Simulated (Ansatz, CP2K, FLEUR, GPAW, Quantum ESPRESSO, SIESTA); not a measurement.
# Code comparison for La2O3 (P-3m1, 5 atoms in the cell)

Self-consistent single point, at a second geometry (lattice scaled by 0.98). First geometry:

```
La2O3
1.0
    3.95908     0.00000     0.00000
   -1.97954     3.42867     0.00000
    0.00000     0.00000     6.15596
La O
2 3
Direct
  0.66667   0.33333   0.75376
  0.33333   0.66667   0.24624
  0.66667   0.33333   0.35411
  0.33333   0.66667   0.64589
  0.00000   0.00000   0.00000
```

Shared settings, as Ansatz (a first-principles code) writes them: kpoints.mp_grid.grid = 7 7 4; scf.occupations.method = fixed. Potentials and cutoffs stand in the table.

```
code                                                                                                                                model  ΔF from the first geometry (meV/atom)  pressure (GPa)  largest force (eV/Å)  gap on the mesh (eV)         cutoff
----------------  -----------------------------------------------------------------------------------------------------------------------  -------------------------------------  --------------  --------------------  --------------------  -------------
SIESTA            GGA PBE, numerical atomic orbitals DZP, PseudoDojo PBE standard norm-conserving potentials (rewritten from UPF to PSML)                                   34.9           10.87                 0.524                 3.869    grid 300 Ry
GPAW                                                                                         PBE, GPAW PAW datasets PBE (gpaw-data 1.0.1)                                   22.2               –                 0.356                 3.964         900 eV
Quantum ESPRESSO                                                                           PBE, GBRV 1.5 ultrasoft (PBE) pseudopotentials                                   21.9            8.15                 0.347                 3.983          40 Ry
CP2K                                                              PBE, GPW, DZVP-MOLOPT-SR-GTH basis, GTH-PBE potentials (GTH_POTENTIALS)                                   30.5            9.75                 0.373                 3.963    grid 500 Ry
FLEUR                                                                        PBE, all-electron FLAPW (FLEUR), scalar-relativistic valence                                   25.1               –                 0.392                 3.986  Kmax 4 1/bohr
Ansatz                                                                                                             PBE, default PAW files                                   19.4            7.29                 0.327                 3.951        default
```

For Ansatz (by 0.4 GPa) the energy change implies a higher mean pressure, against the two pressures, than for the other programs: a sign of finite-basis (Pulay) stress.

Size of the force on each atom (eV/Å): Sizes of forces hide their directions.

```
code                La1    La2     O3     O4     O5
----------------  -----  -----  -----  -----  -----
SIESTA            0.524  0.524  0.204  0.204  0.000
GPAW              0.356  0.356  0.042  0.042  0.000
Quantum ESPRESSO  0.347  0.347  0.041  0.041  0.000
CP2K              0.373  0.373  0.140  0.140  0.000
FLEUR             0.392  0.392  0.023  0.023  0.000
Ansatz            0.327  0.327  0.038  0.038  0.000
```

A dash marks a value that a program does not give, or that is left out as unsure.

Gaps are read on the mesh.

The spread over the programs that give each value: ΔF from the first geometry within 15.5 meV/atom; pressure within 3.58 GPa; largest force within 0.197 eV/Å; gap on the mesh within 0.117 eV.

SIESTA and CP2K use small atom-centred bases, whose incompleteness enters pressures, forces and empty levels differently from a plane-wave cutoff. FLEUR treats all electrons, but the usual bases taken here (sphere radii, linearisation, local orbitals, empty states) were not tested for convergence, so the values are no reference for the others. Ansatz's pressure is given at a fixed set of plane waves, as the other plane-wave codes print theirs; with its correction for the finite basis it is 7.73 GPa (the shift of 0.44 GPa shows how far the cutoff is from converged). The pressure of GPAW is left out: its cutoff lies under the one at which its stress was checked. In the pressure, SIESTA (by 3.15) and CP2K (by 2.03) lie more than 1 GPa from the median of the plane-wave programs. In the force vectors, SIESTA (by 0.177) and CP2K (by 0.099) lie more than 0.08 eV/Å from the median of the plane-wave programs.

The starting cell comes from a database of computed structures (which also holds hypothetical and non-ambient phases and stackings), without a prior relaxation at this level. Its lattice was rescaled by a random factor within 2.5 % of one. For this run, on top of that: lattice scaled by 0.98.

Left out of this page: ABINIT (with a known weakness of the program).

Keys are those of Ansatz 0.2.
